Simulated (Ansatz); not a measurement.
The parent structure is ZrO2 in the fluorite structure (space group Fm-3m, No. 225; a = 5.064 Å). Axes: x, y, z lie along the cube axes.

Modification: compressive biaxial strain of 1.90 % in the plane normal to [110], as in epitaxy on a mismatched substrate; the out-of-plane cell vector and the atoms relax.

Levels (all Ansatz, a quantum-chemistry and plane-wave program, PAW): PBEsol (420 eV, spin-orbit coupling left out); r2SCAN (500 eV, no SOC); HSE06 (420 eV, no SOC).

One geometry, relaxed with PBEsol, under each level:

| level | band gap | lowest conduction level above the VBM at special points | pressure |
|---|---|---|---|
| PBEsol | 3.15 eV | Γ 3.15 eV; T 3.67 eV; X 3.70 eV; S 3.79 eV | 55.3 kbar |
| r2SCAN | (withheld) | (withheld) | (withheld) |
| HSE06 | 4.86 eV | Γ 4.86 eV; T 5.36 eV; X 5.39 eV | – |

Problem. Give the withheld r2SCAN results.

Solution. 
- r2SCAN, band gap: 3.76 eV
- r2SCAN, lowest conduction level above the VBM at special points: Γ 3.76 eV; T 4.26 eV; X 4.29 eV; S 4.35 eV
- r2SCAN, pressure: 98.8 kbar

Single points use the geometry relaxed with PBEsol. Their cutoffs differ, which shifts pressures a little. HSE06 was sampled on its mesh, a few special points and the semilocal edge points, so its gap is an upper bound. Whether these cells are dynamically stable was not tested. This is not the structure that ZrO2 has at room temperature and ambient pressure. Labels are those of the standard path for the cell's own space group.
